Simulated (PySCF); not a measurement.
PySCF 2.14.0, PBE/def2-svp, df: F[SiH2]N[Si](Cl)(Cl)Cl, 10 atoms. The geometry is a generated start, not checked to be a minimum at this level.

```yaml
task: energy
method: pbe
basis: def2-svp
two_electron_scheme: density fitting
mol.max_memory: 3000 MB
mf.max_cycle: 100
mf.init_guess: minao (default)
mf.DIIS: CDIIS (default)
mf.conv_tol: 1e-09 (default)
mf.grids.level: 3 (default)
basis_functions: 133
grid_points: 152592
```

```xyz
10

Si     1.4996    -0.2417     0.6191
F      2.1305     0.8874    -0.3207
N     -0.0617    -0.6260    -0.0368
Si    -1.3624     0.3916    -0.5357
Cl    -2.6500    -0.7982    -1.5316
Cl    -2.2837     1.1776     1.0792
Cl    -0.6910     1.8705    -1.7007
H      1.4146     0.3770     1.9314
H      2.3061    -1.4349     0.4627
H     -0.3021    -1.6032     0.0332
```

One run each on 2 threads, 1 BLAS thread. Values of diis_space tried: 3, 5, 8 (default), 12, 20.

### Question
Predict the course of the Fock builds along this series.

### Answer
Fewest Fock builds, within one of each other: 5 with 13, 8 (default) with 13, 12 with 13, 20 with 13. The count rises to 21 at 3. All converge to one solution.

```
diis_space   Fock builds            end
-----------  -----------  -------------
3                     21  same solution
5                     13  same solution
8 (default)           13  same solution
12                    13  same solution
20                    13  same solution
```
